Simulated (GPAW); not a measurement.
Troubleshooting GPAW: a failed run on YSi₂Pd₂ (I4/mmm, 5 atoms in the cell). The aim is a self-consistent single point with DFT LDA (Perdew-Wang 92), plane waves, GPAW PAW datasets LDA (gpaw-data 1.0.1).

Cell that was meant: a = 5.7603 Å, b = 5.7603 Å, c = 5.7603 Å, α = 137.90°, β = 137.90°, γ = 61.06°.

Part of the input:

```python
            nbands=-13,
            convergence={'density': 1e-05},
            symmetry={'symmorphic': False, 'tolerance': 0.0005},
            maxiter=3,
            txt='-')

atoms.calc = calc
```

The program printed (abridged):

```
     iter     time        total  log10-change:
                         energy   eigst   dens
iter:   1 --:--:--   -41.346425
iter:   2 --:--:--   -37.135028   -0.97  -0.99
iter:   3 --:--:--   -33.153723   -0.65  -1.12

Did not converge!

Here are some tips:

1) Make sure the geometry and spin-state is physically sound.
2) Use less aggressive density mixing.
3) Solve the eigenvalue problem more accurately at each scf-step.
4) Use a smoother distribution function for the occupation numbers.
5) Try adding more empty states.
6) Use enough k-points.
7) Don't let your structure optimization algorithm take too large steps.
8) Solve the Poisson equation more accurately.
9) Better initial guess for the wave functions.

See details here:

    https://gpaw.readthedocs.io/documentation/convergence.html
Traceback (most recent call last):
   [... frames left out ...]
gpaw.KohnShamConvergenceError: Did not converge!  See text output for help.
```

**Question.** What is wrong, and how is it fixed?

**Answer.** The fault is an iteration limit that is too low. The loop is cut before its threshold is met, so whatever is printed at the end is not self-consistent. To fix it, raise the limit, or leave it to the default. The run ended unconverged after 3 iterations.

The sound input it was made from differs as follows (other fixes are possible):
```diff
-            maxiter=3,
+            maxiter=150,
```

With that input, the run converged in 23 iterations: free energy E − TS (from the program's reference atoms) -32.6283 eV; Fermi level (on the code's own zero) 8.89 eV; pressure -6.23 GPa; largest force (vector length) 0.345 eV/Å (DFT LDA (Perdew-Wang 92), plane waves, GPAW PAW datasets LDA (gpaw-data 1.0.1)).

On the sound input: the starting cell comes from a database of computed structures (which also holds hypothetical and non-ambient phases and stackings), without a prior relaxation at this level. Spin polarisation is off. With a pressure of about -6 GPa the cell is away from its equilibrium volume at this level.
